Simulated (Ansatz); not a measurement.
A computed series for BaHfO3: response to strain

Base system: BaHfO₃ in the cubic perovskite structure (space group Pm-3m, No. 221; a = 4.1575 Å). Axes: x, y, z lie along the cube axes.

Strains are applied to the cell and any free atomic positions relax; under biaxial strain the out-of-plane vector relaxes too.

The values are results of PBEsol (Ansatz, an electronic-structure program), no spin-orbit coupling, not measurements.

```json
[
 {"biaxial strain, plane normal [001], relaxed out of plane (%)": "-3", "out-of-plane strain (%)": "1.58"},
 {"biaxial strain, plane normal [001], relaxed out of plane (%)": "-2.4", "out-of-plane strain (%)": "1.24"},
 {"biaxial strain, plane normal [001], relaxed out of plane (%)": "-1.8", "out-of-plane strain (%)": "0.92"},
 {"biaxial strain, plane normal [001], relaxed out of plane (%)": "-1.2", "out-of-plane strain (%)": "?"},
 {"biaxial strain, plane normal [001], relaxed out of plane (%)": "-0.6", "out-of-plane strain (%)": "0.29"},
 {"biaxial strain, plane normal [001], relaxed out of plane (%)": "0", "out-of-plane strain (%)": "0.00"}
]
```

### Question
Fit ε⊥ = −νε + γε² (strains in %) to the rows shown and predict the withheld row.

### Answer
Least squares on the printed values gives ν = 0.48 (the biaxial Poisson response) and γ = 0.015 (largest residual 0.00 %); this predicts 0.60 %, and the run gives 0.60 %, in agreement.

Whether these cells are dynamically stable was not tested.
